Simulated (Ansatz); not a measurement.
Structures of equal composition on the (115) surface of germanium: 2 pairs of surface atoms bonded, H on all but both atoms of one pair (paired Ge at depth 0.0 Å); 2 pairs of surface atoms bonded, H on all but both atoms of one pair (paired Ge at depth 1.1 Å). The slabs share one bottom face, and each structure is named by its start. These are constructed structures in small cells; real faces may alloy, dewet or reconstruct in larger ones, and not all known structures of the face are among them. Slabs of about 15 Å with all that they carry, Fermi-Dirac smearing of 0.025 eV. Bottom of the slabs: built like the top, H on every dangling bond, free. Relaxed from the named starts with such symmetry as they have, on meshes of like density; energies extrapolated to zero smearing; no spin-orbit coupling, no U. Spin-polarised runs, if any, are marked in brackets, and their order is one that fits the cell; the others ran without spin. Where a second, spin-polarised start was run, the lower counts.

All values below come from PBE (plane waves to 420 eV, PAW; Ansatz, a quantum-chemistry and plane-wave program).

### Question
Put the candidates in order of energy per 1x1 cell, lowest first, for PBE.

### Answer
2 pairs of surface atoms bonded, H on all but both atoms of one pair (paired Ge at depth 1.1 Å) (0.000 eV [spin start, no net moment], gap 0.63 eV on the mesh), 2 pairs of surface atoms bonded, H on all but both atoms of one pair (paired Ge at depth 0.0 Å) (0.029 eV [spin start, no net moment], gap 0.66 eV on the mesh)
